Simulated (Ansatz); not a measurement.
System: N vacancy in wurtzite GaN (charge state +1). The step: a nearby N atom hops onto the vacant site; the atom moves 3.20 Å along (-1.00, -0.99, 0.00) of the unit cell; the moving atom starts with neighbours Ga at 1.96, 2 Ga at 1.97, Ga at 1.98 Å and ends with Ga at 1.95, 2 Ga at 1.97, Ga at 1.98 Å. DFT values are from Ansatz (plane-wave PAW, 420 eV unless said) in a cell of 72 host sites, spin-restricted, static, with no finite-size correction. The charge state is imposed; whether it is stable for some Fermi level was not computed. Forms of the defect that were not tried may lie lower. For the PBE band: the program found a first-order saddle point.

```
Level                                                                      Forward barrier (eV)  Cost of the band or of the saddle's single point
-------------------------------------------------------------------------  --------------------  ------------------------------------------------
CHGNet universal potential (has no charge state), its own band                             1.74                                                 -
PBE, one k-point at (0.125, 0.250, 0.250), band relaxed                                    3.60                      very roughly 50 core-minutes
PBE, a 2×2×2 k-point mesh shifted by half a step along c, same geometries                  3.64                   around 2.2 core-minutes (rough)
r2SCAN at 500 eV, one k-point at (0.125, 0.250, 0.250), same geometries              (withheld)                      very roughly 80 core-seconds
```

**Question.** Some entries are withheld; supply them.

**Answer.** 
- r2SCAN at 500 eV, one k-point at (0.125, 0.250, 0.250), same geometries, Forward barrier (eV): 3.99

Ansatz is a quantum-chemistry and plane-wave program.
